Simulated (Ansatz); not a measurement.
Ansatz (a program for electronic structure) run on MgTl (Pm-3m, 2 atoms in the cell): self-consistent single point.

Computed with LDA (PW92), default PAW files made with PBE (plane waves; Ansatz).

```xyz
2
Lattice="3.6378 0.0000 0.0000 0.0000 3.6378 0.0000 0.0000 0.0000 3.6378" Properties=species:S:1:pos:R:3 pbc="T T T"
Mg     0.0000     0.0000     0.0000
Tl     1.8189     1.8189     1.8189
```

Reference input (self-consistent single point, DFT, PBEsol, plane waves, default PAW files made with PBE): kpoints.mp_grid.grid = 7 7 7; hamiltonian.xc = pbesol; hamiltonian.pseudopotentials = {kind: paw} (the program's default PAW files); scf.occupations.method = gaussian; scf.occupations.width = 0.272 eV. This run's input differs from it in these lines:

Ansatz 0.2 input:
```diff
@@ -12,3 +12,3 @@
 hamiltonian:
-  xc: pbesol
+  xc: lda
   pseudopotentials: { kind: paw }
```

Output, abridged:

```
SCF iter   1: F=—  HF=-13048.410455 eV  |F-HF|=—  |Δ(HF+E_count)|=         —  Δρ=6.43e-3  dr2=1.71e-2  ethr=1.77e-3  ⟨swp⟩=5.2  Hψ=1461  notcnv=0
all-band conjugate gradients solve this SCF's bands
preconditioner: auto → none
SCF iter   2: F=—  HF=-13048.399720 eV  |F-HF|=—  |Δ(HF+E_count)|=   1.07e-2  Δρ=1.63e-3  dr2=9.12e-4  ethr=7.43e-5  ⟨swp⟩=2.4  Hψ=686  notcnv=0
SCF iter   3: F=—  HF=-13048.399342 eV  |F-HF|=—  |Δ(HF+E_count)|=   3.78e-4  Δρ=2.64e-4  dr2=5.15e-5  ethr=3.97e-6  ⟨swp⟩=2.0  Hψ=515  notcnv=0
SCF iter   4: F=—  HF=-13048.399329 eV  |F-HF|=—  |Δ(HF+E_count)|=   1.31e-5  Δρ=1.20e-4  dr2=5.32e-6  ethr=2.24e-7  ⟨swp⟩=2.0  Hψ=460  notcnv=0
SCF iter   5: F=—  HF=-13048.399330 eV  |F-HF|=—  |Δ(HF+E_count)|=   1.06e-6  Δρ=1.19e-5  dr2=1.23e-7  ethr=2.31e-8  ⟨swp⟩=1.0  Hψ=313  notcnv=0
SCF iter   6: F=-13048.399330 eV  HF=-13048.399330 eV  |F-HF|=3.29e-10  |Δ(HF+E_count)|=   5.25e-8  Δρ=1.79e-6  dr2=9.79e-10  ethr=4.35e-10  ⟨swp⟩=5.8  Hψ=1339  notcnv=0
SCF 1 converged in 6 iterations: F = -13048.399330 eV  dr2 = 9.79e-10
Free energy (F): -13048.399330 eV
Internal energy: -13048.367243 eV  (E = F + TS)
E sigma→0 (E₀):  -13048.383287 eV
Entropy (-TS):   -0.032087 eV (-16.044 meV/atom)
Fermi energy:    8.926653 eV
--- Forces (eV/Å), atoms counted from 1 ---
  atom   1  Mg    -0.00000000     0.00000000     0.00000000
  atom   2  Tl     0.00000000    -0.00000000     0.00000000
--- Stress (GPa, compression-positive) ---
       -2.660096       0.000000       0.000000
        0.000000      -2.660096       0.000000
        0.000000       0.000000      -2.660096
  P = ⅓ Tr σ = -2.6601 GPa (-26.601 kbar)
  The stress holds the Pulay correction. Without it, at fixed plane waves, as pw.x and ABINIT print it: P = -2.6847 GPa
```

The run converged in 6 iterations. Against the reference run the pressure goes from -0.96 to -2.66 GPa.

The starting cell comes from a database of computed structures (which also holds hypothetical and non-ambient phases and stackings), without a prior relaxation at this level. Ansatz's pressure includes its estimate of the finite-basis (Pulay) stress.
